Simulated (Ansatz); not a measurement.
fcc Pb (1 1 1) on wurtzite AlN (0 0 1) (film strained to the substrate, started from cuts of the bulks and a machine-learned relaxation; slabs Al24N24 and Pb12, which can lie off the formulas)

A periodic stack without vacuum, fcc Pb (1 1 1) on wurtzite AlN (0 0 1) (film strained to the substrate, started from cuts of the bulks and a machine-learned relaxation; slabs Al24N24 and Pb12, which can lie off the formulas): substrate slab Al24N24, film Pb12, surface cells [[0, 2], [-2, 0]] and [[-2, 1], [-1, -1]], film strained by +1.4 and +1.4 %, outermost planes N/Al and Pb/Pb as cut, which need not be the usual terminations and can put a slab off its formula.

The start was prepared with a machine-learned potential, and the result is one local minimum, with the in-plane cell held and forces under 0.04 eV/Å; the film can end far from its bulk form.

All values below come from PBE (plane waves to 420 eV, PAW; Ansatz, a program for electronic structure). Scalar-relativistic, without spin–orbit coupling; the runs are not spin-polarised. Its k-point mesh 5×5×1, Fermi–Dirac width 0.05 eV.

```
Item                                                                                       Result
--------------------------------------------------------------------------------  ---------------
interface area                                                                            33.9 Å²
period                                                                                    27.15 Å
heights between the nearest atoms of the two slabs at the two interfaces          2.77 and 2.07 Å
Al–Pb contacts across the interfaces within 1.22 times the sum of covalent radii   5, mean 3.02 Å
N–Pb contacts across the interfaces within 1.22 times the sum of covalent radii    4, mean 2.49 Å
```

```xyz
60
Lattice="6.2605 -0.0001 -0.0246 3.1302 5.4216 -0.0444 0.5461 -1.7413 27.1539" Properties=species:S:1:pos:R:3 pbc="T T T"
Al     1.4763     0.8466     1.8427
Al     4.5673     0.7957     1.7849
Al     3.0922     3.5599     1.8978
Al     6.1960     3.5168     1.8077
Al     3.0540     1.7387     4.3368
Al     6.1713     1.7320     4.3121
Al     4.6393     4.4619     4.3239
Al     7.7491     4.4504     4.3030
N      1.4837     0.8412     3.7848
N      4.6003     0.8223     3.7446
N      3.0712     3.5545     3.8022
N      6.1884     3.5366     3.7498
N      3.0151     1.7762     1.2703
N      6.1384     1.7023     1.2710
N      4.6494     4.4568     1.2911
N      7.7724     4.3799     1.2331
Al     1.4983     0.8549     6.8454
Al     4.6285     0.8507     6.8376
Al     3.0690     3.5640     6.8178
Al     6.1980     3.5598     6.8110
Al     3.0737     1.7706     9.3311
Al     6.2053     1.7720     9.3213
Al     4.6421     4.4818     9.3065
Al     7.7732     4.4807     9.2961
N      1.5061     0.8652     8.7779
N      4.6381     0.8639     8.7687
N      3.0751     3.5741     8.7534
N      6.2056     3.5739     8.7433
N      3.0636     1.7510     6.2699
N      6.1873     1.7487     6.2509
N      4.6357     4.4669     6.2530
N      7.7587     4.4635     6.2356
Al     1.5144     0.8805    11.8428
Al     4.6507     0.8841    11.8265
Al     3.0891     3.5897    11.8159
Al     6.2196     3.5980    11.8075
Al     3.0919     1.7928    14.3490
Al     6.2168     1.8050    14.3594
Al     4.6578     4.5075    14.3520
Al     7.8065     4.5199    14.3205
N      1.5121     0.8888    13.7836
N      4.6572     0.8985    13.7624
N      3.1001     3.5931    13.7531
N      6.2344     3.6176    13.7483
N      3.0792     1.7790    11.2644
N      6.2124     1.7870    11.2532
N      4.6500     4.4929    11.2408
N      7.7836     4.4942    11.2291
Pb     5.7669    -0.6376    17.1560
Pb     5.6981     3.0029    17.1283
Pb     2.5539     1.1269    17.1895
Pb     7.8368     3.0291    20.0072
Pb     4.7108     1.2223    19.9967
Pb     1.5728    -0.5909    20.1057
Pb     6.8323     1.2589    22.8046
Pb     3.6547    -0.5896    22.8228
Pb     3.6375     3.0417    22.8064
Pb     6.2261    -0.3143    26.0540
Pb     5.5224     2.8882    26.0668
Pb     2.7296     1.2625    26.3512
```
